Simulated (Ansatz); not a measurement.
The reference is ZnS in the wurtzite structure (space group P6_3mc, No. 186; a = 3.738 Å, c = 6.143 Å). Axes: x lies along a and z along c of the hexagonal cell.

Computed with LDA (Ansatz, a quantum-chemistry and plane-wave program, PAW, no SOC).

Strains are applied to the cell and any free atomic positions relax.

One change was made to it. Results:

```tsv
quantity	base	after
band gap	2.19 eV	2.06 eV
shortest interatomic distance	2.293 Å	2.307 Å
hole mass	–	0.17 mₑ along y, 1.5 mₑ across (at Γ)
```

**Question.** Which of these changes matches the shifts?
(A) uniaxial strain ε_xx = +1.20 %
(B) uniaxial strain ε_xx = +2.40 %
(C) uniaxial strain ε_xx = +0.60 %

**Answer.** B, uniaxial strain ε_xx = +2.40 %. For comparison, the band gap in the other runs: uniaxial strain ε_xx = +1.20 % gives 2.13 eV; uniaxial strain ε_xx = +0.60 % gives 2.16 eV.

Effective masses come from finite differences of ±0.01 Å⁻¹. Stability against distortions was not tested.
